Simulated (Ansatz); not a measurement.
The parent structure is BaHfO3 in the cubic perovskite structure (space group Pm-3m, No. 221; a = 4.206 Å).

Calculations: Kohn–Sham DFT with the PBE functional, run in Ansatz (a quantum-chemistry and plane-wave program) with PAW and 420 eV plane waves, no spin-orbit coupling.

Strains are applied to the cell and any free atomic positions relax.

One change was made to it. Results:

The band gap drops by 0.12 eV to 3.50 eV; the electron mass (degenerate bands, along [100]) goes from 0.35, 0.35, 2.3 mₑ (at Γ) to 0.36, 0.36, 2.4 mₑ (at Γ); the width of the top valence band shrinks by 0.05 eV (0.80 eV → 0.75 eV); the gap character stays indirect, R → Γ.

**Question.** Which of these changes matches the shifts?
A. isotropic strain +2.40 %
B. isotropic strain +1.80 %
C. isotropic strain +3.00 %
D. isotropic strain +0.60 %

**Answer.** B, isotropic strain +1.80 %. For comparison, the band gap in the other runs: isotropic strain +0.60 % gives 3.58 eV; isotropic strain +2.40 % gives 3.46 eV; isotropic strain +3.00 % gives 3.42 eV.

With Hf present, leaving out spin-orbit coupling can change the band edges. Masses are band curvatures over ±0.01 Å⁻¹ around the edge. No phonon test of stability was made.
